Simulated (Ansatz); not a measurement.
Take Nb in the bcc (W type) structure (space group Im-3m, No. 229; a = 3.273 Å; relaxed with 0.1 eV smearing) as the base. Axes: x, y, z lie along the cube axes.

Computed with PBEsol (Ansatz, an electronic-structure program, PAW, no SOC).

Base values:

The pressure comes out as 0.0 GPa.

Modification: biaxial strain +2.50 %, plane normal [001], relaxed out of plane (Cartesian); in-plane vectors clamped, the third vector and the atoms free.

Question: Predict the new pressure.

Answer: The pressure (mean of the normal stresses, compression positive) goes from zero to -3.5 GPa.

Question: What happens to the ratio −ε⊥/ε∥?

Answer: The ratio −ε⊥/ε∥ comes out as 1.11.

No phonon test of stability was made. All final runs are without spin polarisation.
